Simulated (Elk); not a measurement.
A self-consistent single point of La3SnC (Pm-3m, 5 atoms in the cell) with Elk.

Computed with PBEsol, spin-orbit coupling in second variation, all-electron FP-LAPW, Elk's shipped species files, APW+lo basis with extra local orbitals (Elk).

```
CELL_PARAMETERS angstrom
      5.10806     0.00000     0.00000
      0.00000     5.10806     0.00000
      0.00000     0.00000     5.10806
ATOMIC_POSITIONS crystal
  La 0.50000 0.00000 0.00000
  La 0.00000 0.50000 0.00000
  La 0.00000 0.00000 0.50000
  Sn 0.50000 0.50000 0.50000
  C  0.00000 0.00000 0.00000
```

Reference input (self-consistent single point, DFT, PBEsol, all-electron FP-LAPW, Elk's shipped species files, APW+lo basis with extra local orbitals): xctype = 22; rgkmax = 8; stype = 0; swidth = 0.00999582 Ha; ngridk = 7 7 7; tforce = true; gmaxvr = 18 1/bohr; lmaxapw = 10; lmaxo = 8; nxlo = 2; lorbcnd = true; lradstp = 2. This run's input differs from it in these lines:

```diff
@@ -5,2 +5,5 @@
   22
+
+spinorb
+  .true.
 
@@ -38,2 +41,5 @@
   4
+
+nempty
+  10
```

Output, abridged:

```
│ Self-consistent loop started │
│ Loop number : 1 │
 total energy                :     -31721.2031212
 total moment                :  -0.1314064596E-23  0.3172844016E-25 -0.6538886565E-24
│ Loop number : 2 │
 total energy                :     -31721.2586994
 total moment                :  -0.3984812012E-23  0.1232019783E-22 -0.4034446403E-23
RMS change in Kohn-Sham potential (target) :   0.5338043485     (  0.1000000000E-05)
Absolute change in total energy (target)   :   0.5557819154E-01 (  0.1000000000E-03)
│ Loop number : 3 │
 total energy                :     -31721.2483954
   [... lines left out ...]
 total energy                :     -31697.6274528
 total moment                :   0.4391414622E-23 -0.8666717621E-24  0.2932295694E-23
RMS change in Kohn-Sham potential (target) :   0.3964549756E-06 (  0.1000000000E-05)
Absolute change in total energy (target)   :   0.3438371823E-03 (  0.1000000000E-03)
│ Loop number : 18 │
 total energy                :     -31697.6274495
 total moment                :   0.6682554692E-24 -0.4111304990E-24 -0.2904302815E-23
RMS change in Kohn-Sham potential (target) :   0.3601942437E-06 (  0.1000000000E-05)
Absolute change in total energy (target)   :   0.8929519026E-04 (  0.1000000000E-03)
Convergence targets achieved

│ Loop number : 19 │

Energies :
 Fermi                       :     0.342409178891
 xc effective B-field        :    -0.111705197380E-09
 external B-field            :      0.00000000000
 total energy                :     -31697.6274150
 (external B-field energy excluded from total)

Density of states at Fermi energy :    76.74596635
 (states/Hartree/unit cell)

Estimated indirect band gap :   0.2079565474E-02
 from k-point      1 to k-point      8
Estimated direct band gap   :   0.2946213816E-02
 at k-point      2

Charges :
 core                        :    170.0000000
 valence                     :    57.00000000
 interstitial                :    10.16422372
 muffin-tins (core leakage)
  species :    1 (La)
   atom    1                 :    54.58192743     (  0.3087770419E-03)
   [... lines left out ...]
 total moment                :  -0.1113817407E-24 -0.8872177246E-23  0.2880076267E-23
   [... lines left out ...]
   total force               :     0.00000000   -0.00000000    0.00000000
   total magnitude           :     0.00000000
 species :    3 (C)
  atom :    1
   Hellmann-Feynman          :     0.00000000    0.00000000    0.00000000
   IBS                       :     0.00000000   -0.00000000    0.00000000
   total force               :     0.00000000   -0.00000000    0.00000000
   total magnitude           :     0.00000000
```

The run converged in 19 iterations. The count includes the last loop, which Elk runs after its targets are met. 

The starting cell comes from a database of computed structures (which also holds hypothetical and non-ambient phases and stackings), without a prior relaxation at this level. Its lattice was rescaled by a random factor within 2.5 % of one. Values depend on the basis (sphere radii, cutoffs, local orbitals), which need not be converged. The log's line on a gap gives a spacing of levels on this mesh, which the program prints for metals too.

These are the values that this program gave, and no reference: the basis lacks p1/2 orbitals, which heavy p elements need under spin-orbit coupling.

Cost on one core of a shared machine: roughly 10 min.
